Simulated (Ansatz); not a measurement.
# Converging the k-point mesh: Sn (Im-3m, 1 atom in the cell)

```
Sn
1.0
   -1.88897     1.88897     1.88897
    1.88897    -1.88897     1.88897
    1.88897     1.88897    -1.88897
Sn
1
Direct
  0.00000   0.00000   0.00000
```

Computed with LDA (PW92), default PAW files made with PBE (plane waves; Ansatz, a program for electronic structure).

Base settings: basis.ecutwfc = 420 eV; kpoints.mp_grid.grid = 12 12 12; hamiltonian.xc = lda; hamiltonian.pseudopotentials = {kind: paw} (the program's default PAW files); scf.occupations.method = gaussian; scf.occupations.width = 0.1 eV.

The second cell is the first with its lattice scaled by 0.98.

Only quantities that move along the ladder and can be compared are tabulated.

The count of work is k-points × plane waves × bands × iterations; it is no time. 

The starting cell comes from a database of computed structures (which also holds hypothetical and non-ambient phases and stackings), without a prior relaxation at this level. Its lattice was rescaled by up to half a per cent. In the base run, with a pressure of about -3 GPa the cell is away from its equilibrium volume at this level. Ansatz's pressure includes its estimate of the finite-basis (Pulay) stress.

| kpoints.mp_grid.grid | free energy less the last step's (meV/atom) | energy of the compressed cell less the first (meV/atom) | pressure (GPa) | count of work / last |
|---|---|---|---|---|
| 2 2 2 | -1683.16 | -59.69 | -7.71 | 0.0018 |
| 3 3 3 | -23.19 | -34.29 | -4.91 | 0.0024 |
| 4 4 4 | 108.27 | -13.49 | -3.06 | 0.0048 |
| 5 5 5 | 224.31 | 14.07 | 0.87 | 0.0070 |
| 6 6 6 | -26.95 | -14.48 | -3.06 | 0.0096 |
| 7 7 7 | -28.75 | -11.20 | -2.73 | 0.012 |
| 8 8 8 | 14.60 | -11.79 | -2.47 | 0.017 |
| 9 9 9 | -6.66 | -18.12 | -3.27 | 0.021 |
| 10 10 10 | 14.26 | -16.81 | -3.06 | 0.033 |
| 11 11 11 | 4.19 | -10.56 | -2.58 | 0.034 |
| 12 12 12 | -1.44 | -16.95 | -3.18 | 0.043 |
| 13 13 13 | 1.10 | -12.70 | -2.76 | 0.051 |
| 14 14 14 | -5.94 | -14.54 | -2.99 | 0.063 |
| 16 16 16 | 1.45 | -11.87 | -2.70 | 0.087 |
| 18 18 18 | 0.04 | -12.85 | -2.80 | 0.12 |
| 19 19 19 | -1.59 | -14.23 | -2.91 | 0.13 |
| 22 22 22 | 0.41 | -15.47 | -3.03 | 0.20 |
| 24 24 24 | -0.97 | -14.27 | -2.95 | 0.29 |
| 27 27 27 | -0.08 | -14.93 | -3.00 | 0.34 |
| 29 29 29 | -0.55 | -14.24 | -2.95 | 0.41 |
| 33 33 33 | 0.41 | -14.71 | -2.95 | 0.58 |
| 36 36 36 | -0.08 | -14.53 | -2.95 | 0.75 |
| 40 40 40 | 0.00 | -14.66 | -2.97 | 1.0 |

Coarsest kpoints.mp_grid.grid that holds the free energy within 5 meV/atom of the last step, with all finer ones: 16 16 16, at 0.087 of the last step's count of work; the step before is off by 5.9 meV/atom.

Coarsest kpoints.mp_grid.grid that holds the pressure within 1 GPa of the last step, with all finer ones: 6 6 6, at 0.0096 of the last step's count of work; the step before is off by 3.8 GPa.

Coarsest kpoints.mp_grid.grid that holds the energy of the compressed cell less the first within 1 meV/atom of the last step, with all finer ones: 19 19 19, at 0.13 of the last step's count of work; the step before is off by 1.8 meV/atom.

The energy difference between the two cells stays within 1 meV/atom of the last step's from 19 19 19 on, the total only from 22 22 22 on: much of the error is common to both cells and cancels.

Keys are those of Ansatz 0.2.
